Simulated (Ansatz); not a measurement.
Consider SiO2 in the rutile structure (space group P4_2/mnm, No. 136).

```
CELL_PARAMETERS angstrom
      4.18520     0.00000     0.00000
      0.00000     4.18520     0.00000
      0.00000     0.00000     2.66883
ATOMIC_POSITIONS crystal
  Si 0.50000 0.50000 0.50000
  Si 0.00000 0.00000 0.00000
  O  0.80610 0.80610 0.50000
  O  0.30610 0.69390 0.00000
  O  0.69390 0.30610 0.00000
  O  0.19390 0.19390 0.50000
```

Cartesian axes are those of the cell as printed.

Method: r2SCAN, PAW, 500 eV (Ansatz, a program for electronic structure; no SOC).

Strains are applied to the cell and any free atomic positions relax; under biaxial strain the out-of-plane vector relaxes too; under stress the whole cell relaxes.

One change was made to it. Results:

The valence-band top at Γ (three highest levels, from the VBM) becomes 0.00, -0.79, -0.92 eV (base: 0.00, -0.88, -0.88 eV); the band gap decreases by 0.07 eV, from 6.51 eV to 6.44 eV; the hole mass goes from 1.7 mₑ along c, 1.1 mₑ across (at Γ) to 0.97 mₑ along x, 1.3 mₑ along y, 1.9 mₑ along z (at Γ).

Q: Which of these changes matches the shifts?
A) uniaxial stress, 5 GPa compression along x
B) isotropic strain +0.94 %
C) biaxial strain +1.56 %, plane normal [001], relaxed out of plane
D) uniaxial stress, 5 GPa tension along x
E) biaxial strain −1.25 %, plane normal [001], relaxed out of plane

A: D, uniaxial stress, 5 GPa tension along x. For comparison, the band gap in the other runs: uniaxial stress, 5 GPa compression along x gives 6.60 eV; isotropic strain +0.94 % gives 6.04 eV; biaxial strain +1.56 %, plane normal [001], relaxed out of plane gives 6.26 eV; biaxial strain −1.25 %, plane normal [001], relaxed out of plane gives 6.74 eV.

Effective masses come from finite differences of ±0.01 Å⁻¹. Stability under load was not tested beyond the relaxation.
